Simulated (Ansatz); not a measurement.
Reference: MgS (Fm-3m), PBEsol with spin-orbit coupling, rigid bands (plane waves, PAW; Ansatz, a program for electronic structure); axes and stresses refer to this cell.

```yaml
crystal:
  lattice:
    - [0.00000, 2.59094, 2.59094]
    - [2.59094, 0.00000, 2.59094]
    - [2.59094, 2.59094, 0.00000]
  atoms:
    - { symbol: Mg, position: [0.00000, 0.00000, 0.00000] }
    - { symbol: S, position: [0.50000, 0.50000, 0.50000] }
```

The electron conductivity mass is 0.35 mₑ, the Seebeck coefficient, n-type 1e19 cm⁻³ is -261 μV/K and the band gap comes out as 2.70 eV.

### Question
Change: uniaxial stress along [111] of 2 GPa (compression positive). What happens to electron conductivity mass, Seebeck coefficient, n-type 1e19 cm⁻³, band gap?

### Answer
electron conductivity mass moves little, to 0.35 mₑ; Seebeck coefficient, n-type 1e19 cm⁻³ moves little, to -262 μV/K; band gap decreases to 2.61 eV.

Masses are for dilute carriers at 300 K, harmonic means over directions unless an axis is named. Seebeck coefficients are for the stated density at 300 K, with one relaxation time for all states and whether or not that doping can be reached. Stresses and pressures are the targets of the relaxation.  The structure type is held under load, also where the real crystal would transform.
